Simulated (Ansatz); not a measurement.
MgSe: pressure 45 GPa

The parent structure is MgSe in the rock salt structure (space group Fm-3m, No. 225; a = 5.4498 Å).

Modification: a hydrostatic pressure of 45 GPa.

Method: Ansatz (an electronic-structure program) PBEsol, no spin-orbit coupling. k-mesh 10×10×10 (Γ-centred); smearing 0.05 eV (Fermi–Dirac).

The volume per atom falls by 5.88 Å³ (20.23 Å³ → 14.35 Å³) and the density increases by 1.74 g/cm³, from 4.24 g/cm³ to 5.98 g/cm³. The lattice parameter a shrinks by 0.590 Å (5.450 Å → 4.860 Å) and the shortest interatomic distance falls by 0.295 Å, from 2.725 Å to 2.430 Å. The enthalpy H = E + PV relative to the base's energy amounts to +4.65 eV/atom and the band gap rises by 0.51 eV to 2.29 eV. The gap character stays indirect, Γ → X and the smallest direct gap goes up by 2.62 eV, from 2.50 eV to 5.12 eV. The width of the top valence band goes up by 1.28 eV (2.57 eV → 3.85 eV) and the electron mass goes from 0.49 mₑ along k, 0.23 mₑ across (at X) to 0.57 mₑ along k, 0.24 mₑ across (at X).

Final structure:

```
CELL_PARAMETERS angstrom
      0.00000     2.42994     2.42994
      2.42994     0.00000     2.42994
      2.42994     2.42994     0.00000
ATOMIC_POSITIONS crystal
  Se 0.00000 0.00000 0.00000
  Mg 0.50000 0.50000 0.50000
```

Load acts through the strain it causes; cell and atoms are relaxed under it. Effective masses come from finite differences of ±0.01 Å⁻¹. Along k means along the line from Γ to the band edge. No phonon test of stability was made. No other phases were tried under pressure.
